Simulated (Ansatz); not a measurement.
# Volume per atom of InSb (model structure, started from the NiAs type, P6₃/mmc, No. 194, 4 atoms in the cell) at several levels of theory

No measured value is used here.

```csv
level (code),value (Å³/atom)
PBE (Ansatz),___
PBEsol (Ansatz),27.72
PBE-D3(BJ) (Ansatz),27.97
```

Some entries are withheld; supply them.


- PBE (Ansatz, an electronic-structure program), value (Å³/atom): 29.35

Ansatz's density-functional and Hartree–Fock values are scalar-relativistic unless marked +SOC, with PAW data made under PBE.

A model structure was made by putting elements into a prototype or built by hand; it is no filed structure, need not be a known phase, and can be a saddle point held by its symmetry.
